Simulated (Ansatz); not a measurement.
Density of states of BeRh (Pm-3m) near the Fermi level, PBEsol, rigid bands (Ansatz, a first-principles code).

```
E − E_F (eV)  states/eV/cell
------------  --------------
-1.92                   2.01
-1.82                   1.77
-1.72                   1.47
-1.62                   1.39
-1.52                   1.54
-1.42                   2.21
-1.32                   2.40
-1.22                   2.24
-1.12                   2.40
-1.02                   2.91
-0.92                   3.12
-0.82                   2.58
-0.72                   2.30
-0.62                   2.12
-0.52                   1.97
-0.42                   1.85
-0.32                   1.75
-0.22                   1.67
-0.12                   1.61
-0.02                   1.50
0.08                    1.13
0.18                    0.72
0.28                    0.54
0.38                    0.51
0.48                    0.48
0.58                    0.46
0.68                    0.44
0.78                    0.42
0.88                    0.40
0.98                    0.38
1.08                    0.36
1.18                    0.35
1.28                    0.35
1.38                    0.30
1.48                    0.23
1.58                    0.24
1.68                    0.25
1.78                    0.27
1.88                    0.28
```

**Question.** With 2 atoms a cell, what bare Sommerfeld coefficient γ = (π²/3) k_B² N(E_F) follows?

**Answer.** N(E_F) ≈ 1.41 states/eV a cell at 300 K, so γ ≈ 1.66 mJ/(mol of atoms·K²), before many-body enhancement (phonons, spin fluctuations, correlation).

**Question.** How far does the Fermi level move in a rigid band for 0.1 electron a cell added or removed?

**Answer.** 79 meV and -67 meV.

A metal at this level (no band gap); rigid bands, thermally averaged at 300 K, both spins. Spin-orbit coupling is left out. Geometry: cell and atoms relaxed with PBEsol.

Computed structure with no diffraction record at hand here (it may be known, metastable or hypothetical): BeRh (Pm-3m).
